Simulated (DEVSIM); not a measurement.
Structure: Schottky contact on n-type CdTe, at 350 K.

| layer (left to right) | material | thickness (μm) | Nd (cm⁻³) | τn (s) | τp (s) |
|---|---|---|---|---|---|
| 1 | CdTe | 0.550 | 1.8e15 | 3.3e-9 | 3.3e-9 |

Left contact: Schottky, work function 5.08 eV, emission velocity 6.1e6 cm/s. Right contact: ohmic. Voltage is applied to the left contact. Recombination: SRH at mid-gap, radiative. Mobility is μmin + (μ − μmin)/(1 + (N/Nref)^α).

This is a model device: material constants are rounded textbook-type values typed into the input, and sizes, dopings and lifetimes were drawn at random. Values at 300 K; Nc and Nv go as T^1.5, mobilities as T to minus their exponent, the gap by Varshni's rule with the affinity fixed.

| parameter | CdTe |
|---|---|
| gap (eV) | 1.5 |
| affinity (eV) | 4.28 |
| permittivity | 10.2 |
| Nc (cm⁻³) | 8e17 |
| Nv (cm⁻³) | 1.8e19 |
| μn (cm²/Vs) | 1000 |
| μp (cm²/Vs) | 80 |
| μn,min | 100 |
| μp,min | 10 |
| Nref,n | 1e17 |
| Nref,p | 1e17 |
| αn | 0.6 |
| αp | 0.6 |
| T exponent of μn | 1.7 |
| T exponent of μp | 1.5 |
| B (cm³/s) | 1e-10 |
| Varshni α (eV/K) | 0.00031 |
| Varshni β (K) | 108 |

DEVSIM, 1D drift-diffusion, Boltzmann statistics, complete ionisation; no tunnelling, impact ionisation, image-force lowering or self-heating. Metal contacts follow the ideal Schottky-Mott rule: no Fermi-level pinning, no interface dipoles.

The temperature was swept, all else fixed.

```
temperature (K)  potential step across the device at zero bias (V)  dark forward voltage at 100 A/cm² (V)  dark forward voltage at 1 A/cm² (V)  largest field in the device at zero bias (V/cm)
---------------  -------------------------------------------------  -------------------------------------  -----------------------------------  -----------------------------------------------
250                                                          0.675                                  0.645                                0.524                                            21000
300                                                          0.642                                  0.614                                0.464                                            20000
350                                                          0.609                                  0.582                                0.403                                            20000
400                                                          0.575                                  0.548                                0.343                                            19000
450                                                          0.540                                  0.518                                0.282                                            18000
500                                                          0.504                                  0.487                                0.221                                            17000
```

From the first row to the last the potential step across the device at zero bias goes from 0.675 to 0.504. From the first row to the last the dark forward voltage at 100 A/cm² goes from 0.645 to 0.487.
